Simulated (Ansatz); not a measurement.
LaBeNO (model structure, started from the LaZnOP type, P4/nmm, No. 129, 8 atoms in the cell) was calculated with r²SCAN in Ansatz (plane waves, PAW).

Numerical settings: plane-wave cutoff 560 eV, 10×10×4 k mesh (along the axes of the cell as run), Fermi–Dirac smearing 0.01 eV, scalar-relativistic PAW data made under PBE.

Cell (relaxed at this level):

```
BeLaNO
1.0
    3.58022     0.00000     0.00000
    0.00000     3.58022     0.00000
    0.00000     0.00000     7.87342
La Be N O
2 2 2 2
Direct
  0.00000   0.50000   0.82063
  0.50000   0.00000   0.17937
  0.00000   0.00000   0.50000
  0.50000   0.50000   0.50000
  0.50000   0.00000   0.58593
  0.00000   0.50000   0.41407
  0.50000   0.50000   0.00000
  0.00000   0.00000   0.00000
```

Predict the band gap and smallest direct gap on the k points sampled.


band gap: 2.43 eV
smallest direct gap on the k points sampled: 2.60 eV

Note: the relaxation could raise the start's symmetry but not lower it, so the cell can be a saddle point.

Spin–orbit coupling is not included.

The computed numbers hold no vibrational or temperature effects.

Computing time: very roughly 22 core-seconds.

A model structure was made by putting elements into a prototype or built by hand; it is no filed structure, need not be a known phase, and can be a saddle point held by its symmetry.

Ansatz is an electronic-structure program.
